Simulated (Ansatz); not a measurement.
The starting structures come from a database of crystals and need not be the phases stable at ambient conditions.

 Where the default PAW files enter, the runs use the earlier of Ansatz's two default sets.

By PBEsol, the system below comes out a metal.

Without scattering a metal conducts by its projected Fermi surface.

Consider the following.

```yaml
crystal:
  lattice:
    - [4.94091, 0.00000, 0.00000]
    - [-2.47045, 6.81007, 0.00000]
    - [2.47045, 0.00000, 6.81007]
  atoms:
    - { symbol: Si, position: [0.75000, 0.00000, 0.00000] }
    - { symbol: Si, position: [0.25000, 0.00000, 0.00000] }
    - { symbol: Si, position: [0.16777, 0.83554, 0.50000] }
    - { symbol: Si, position: [0.83223, 0.16446, 0.50000] }
    - { symbol: Si, position: [0.66777, 0.50000, 0.16446] }
    - { symbol: Si, position: [0.33223, 0.50000, 0.83554] }
    - { symbol: W, position: [0.57591, 0.85256, 0.70074] }
    - { symbol: W, position: [0.42409, 0.14744, 0.29926] }
    - { symbol: W, position: [0.27665, 0.70074, 0.14744] }
    - { symbol: W, position: [0.72335, 0.29926, 0.85256] }
    - { symbol: W, position: [0.07591, 0.29926, 0.14744] }
    - { symbol: W, position: [0.92409, 0.70074, 0.85256] }
    - { symbol: W, position: [0.77665, 0.85256, 0.29926] }
    - { symbol: W, position: [0.22335, 0.14744, 0.70074] }
    - { symbol: W, position: [0.25000, 0.50000, 0.50000] }
    - { symbol: W, position: [0.75000, 0.50000, 0.50000] }
```

Space group of this cell: I4/mcm. The cell is taken as given; by PBEsol its mean pressure is -2.7 GPa.

The current flows along the normal of the first two printed cell vectors, the (110) plane of the conventional cell. No spin-orbit coupling; the value is a mean over 0.1 eV about the Fermi level.

Question: Estimate the ballistic conductance per area that PBEsol in Ansatz (a first-principles code) returns for this system.

Answer: 0.47 × 10¹⁵ S/m² for both spins.
